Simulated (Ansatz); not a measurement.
Terminations of the (0001) surface of hcp Os, measured from the surface 'a pseudomorphic layer of Co in the host's stacking'. Atoms come from or go to: Co: hcp Co, ferromagnetic, Cu: fcc Cu, Fe: bcc Fe, ferromagnetic, Ni: fcc Ni, ferromagnetic, Os: hcp Os, Re: hcp Re, Ru: hcp Ru, Si: silicon, V: bcc V, W: bcc W. ΔE is the energy of forming the row's surface from that one (negative: more stable at these reservoirs); the vacuum level's shift is aligned on the shared bottom. No zero-point or thermal terms. These are constructed structures in small cells; real faces may alloy, dewet or reconstruct in larger ones, and not all known structures of the face are among them. Slabs of about 13 Å with all that they carry, Fermi-Dirac smearing of 0.1 eV. Bottom of the slabs: a bare face, its two planes held. Relaxed from the named starts with such symmetry as they have, on meshes of like density; energies extrapolated to zero smearing; no spin-orbit coupling, no U. Spin-polarised runs, if any, are marked in brackets, and their order is one that fits the cell; the others ran without spin. A dash marks a value that is undefined for that row (no clear gap, or no work function of a gapped slab) or was not read reliably on its mesh.

The numbers are results of PBE (plane waves to 420 eV, PAW; Ansatz, an electronic-structure program), not measurements.

```json
[
 {"surface": "a pseudomorphic layer of Ru in the host's stacking", "atoms added per 1x1": "-1 Co, +1 Ru", "ΔE per 1x1 (eV)": "?", "shift of the vacuum level (eV)": "0.39", "work function (eV)": "4.91"},
 {"surface": "a pseudomorphic layer of Re in the host's stacking", "atoms added per 1x1": "-1 Co, +1 Re", "ΔE per 1x1 (eV)": "-0.10", "shift of the vacuum level (eV)": "0.68", "work function (eV)": "5.20"},
 {"surface": "a layer of Ni in place of the second plane [spin start, no net moment]", "atoms added per 1x1": "-1 Co, +1 Ni, -1 Os", "ΔE per 1x1 (eV)": "0.55", "shift of the vacuum level (eV)": "1.05", "work function (eV)": "5.61"},
 {"surface": "a layer of W in place of the second plane", "atoms added per 1x1": "-1 Co, -1 Os, +1 W", "ΔE per 1x1 (eV)": "0.01", "shift of the vacuum level (eV)": "0.36", "work function (eV)": "4.86"},
 {"surface": "a pseudomorphic layer of V in the host's stacking [spin, 1.0 μB a cell]", "atoms added per 1x1": "-1 Co, +1 V", "ΔE per 1x1 (eV)": "0.00", "shift of the vacuum level (eV)": "-0.06", "work function (eV)": "4.47"},
 {"surface": "a pseudomorphic layer of Co in the host's stacking [spin, 1.6 μB a cell]", "atoms added per 1x1": "none", "ΔE per 1x1 (eV)": "0.00", "shift of the vacuum level (eV)": "0.00", "work function (eV)": "4.53"},
 {"surface": "a layer of Fe in place of the second plane [spin start, no net moment]", "atoms added per 1x1": "-1 Co, +1 Fe, -1 Os", "ΔE per 1x1 (eV)": "0.26", "shift of the vacuum level (eV)": "0.73", "work function (eV)": "5.28"},
 {"surface": "a pseudomorphic layer of Ni in the host's stacking [spin start, no net moment]", "atoms added per 1x1": "-1 Co, +1 Ni", "ΔE per 1x1 (eV)": "-0.18", "shift of the vacuum level (eV)": "0.16", "work function (eV)": "4.70"},
 {"surface": "one row in 2 of the top plane missing", "atoms added per 1x1": "-1 Co, -0.5 Os", "ΔE per 1x1 (eV)": "?", "shift of the vacuum level (eV)": "-0.43", "work function (eV)": "4.07"},
 {"surface": "a layer of Cu in place of the second plane", "atoms added per 1x1": "-1 Co, +1 Cu, -1 Os", "ΔE per 1x1 (eV)": "?", "shift of the vacuum level (eV)": "1.16", "work function (eV)": "5.71"},
 {"surface": "top plane shifted to the other hollow", "atoms added per 1x1": "-1 Co", "ΔE per 1x1 (eV)": "0.22", "shift of the vacuum level (eV)": "0.69", "work function (eV)": "5.22"},
 {"surface": "a pseudomorphic layer of Si in the host's stacking", "atoms added per 1x1": "-1 Co, +1 Si", "ΔE per 1x1 (eV)": "-0.66", "shift of the vacuum level (eV)": "0.65", "work function (eV)": "5.20"}
]
```

### Question
Complete the blanks.

### Answer

- a pseudomorphic layer of Ru in the host's stacking, ΔE per 1x1 (eV): -0.14
- one row in 2 of the top plane missing, ΔE per 1x1 (eV): 0.72
- a layer of Cu in place of the second plane, ΔE per 1x1 (eV): 0.87
